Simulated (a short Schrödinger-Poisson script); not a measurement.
Symmetric double-gate stack, Al2O3 on p-type Si(100)

Stack: symmetric double-gate stack, Al2O3 on p-type Si(100), at 77 K.

| layer | material | thickness (nm) | Na (cm⁻³) |
|---|---|---|---|
| 1 | Al2O3 | 4.6 | - |
| 2 | Si | 6 | 3e17 |
| 3 | Al2O3 | 4.6 | - |

Constants are typed, rounded textbook-type inputs, not results; the design itself was drawn at random and stands for no fabricated device. Al2O3: permittivity 9, conduction-band edge (eV) 2.7, gap (eV) 6.8, electron mass (mₑ) 0.3. Si: permittivity 11.7, conduction-band edge (eV) 0, gap (eV) 1.124, Nv at 300 K (cm⁻³) 3.1e19.

Channel valleys (confinement mass, in-plane density-of-states mass, number): Δ2 0.916, 0.19, 2; Δ4 0.19, 0.417, 4. At the gates, both at one voltage, the conduction-band edge of layer 1 lies 3.01 eV − eVg above the Fermi level of the channel. Gaps are held at their typed values at every temperature. Mesh 0.03 nm at interfaces.

Solved with a short Schrödinger-Poisson script written for these runs: 1D Poisson equation in equilibrium, electrons quantum, Hartree (BenDaniel-Duke, 12 states a valley, the channel's in-plane mass for all, wave functions free to enter the dielectric), parabolic valleys, classical holes, full ionisation, no traps, pinning or gate leakage.

```csv
Vg (V),electrons (cm⁻²),C (μF/cm²),Δ2 E0 (meV),Δ2 E1 (meV),Δ4 E0 (meV),Δ4 E1 (meV)
0.3,9.34e9,0.221,31.6,63.8,64.9,197.5
0.4,1.11e12,2.37,-3.4,25.8,29.6,158.5
0.5,2.66e12,2.57,-13.4,12.0,19.4,143.8
0.6,4.30e12,2.69,-19.6,2.6,13.3,133.7
0.7,6.00e12,2.76,-24.0,-4.5,9.2,126.1
0.8,7.74e12,2.81,-27.5,-10.4,6.3,119.8
0.9,9.51e12,2.84,-30.6,-15.7,3.8,114.3
1,1.13e13,2.86,-33.6,-20.5,1.7,109.4
1.1,1.31e13,2.88,-36.6,-25.1,-0.1,104.8
1.2,1.49e13,2.90,-39.6,-29.5,-1.8,100.5
1.3,1.67e13,2.92,-42.5,-33.8,-3.4,96.4
1.4,1.85e13,2.93,-45.6,-37.9,-5.0,92.5
1.5,2.04e13,2.94,-48.7,-42.0,-6.4,88.8
1.6,2.22e13,2.96,-51.8,-45.9,-7.8,85.2
1.7,2.40e13,2.97,-54.9,-49.8,-9.1,81.8
1.8,2.59e13,2.98,-58.1,-53.7,-10.4,78.5
```

Gate voltages with under 1e6 electrons/cm² are left out.

Subbands count from the Fermi level. The capacitance is that of both gates.
